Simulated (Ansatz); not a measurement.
Fluorite AuAl2, treated with HSE06 (Ansatz, a program for electronic structure, plane waves, PAW).

Numerical settings: plane-wave cutoff 460 eV, 8×8×8 k mesh, Fermi–Dirac smearing 0.05 eV, scalar-relativistic PAW data made under PBE.

Energies at three volumes about the minimum:

```csv
V (Å³/atom),E − E_lowest (meV/atom)
17.666,4.31
18.171,0.00
18.572,3.72
```

Task: Fit a parabola by hand: where is the minimum, what lattice constant follows, and what is the bulk modulus?

Result: Slopes: (0.00 − 4.31)/(18.171 − 17.666) = -8.535 and (3.72 − 0.00)/(18.572 − 18.171) = 9.277 meV/Å³. Curvature E″ = 2 × (9.277 − (-8.535))/(18.572 − 17.666) = 39.320 meV/Å⁶. From the middle of the first interval, the slope vanishes at V0 = 17.9185 − (-8.535)/39.320 = 18.136 Å³/atom. B = V0 E″ = 18.136 × 39.320 meV/Å³ × 0.1602 GPa per meV/Å³ = 114 GPa. With 12 atoms in the cube, a = (12 × 18.136)^(1/3) = 6.015 Å. The full Birch–Murnaghan fit to all volumes gives V0 = 18.124 Å³/atom and B0 = 114 GPa.
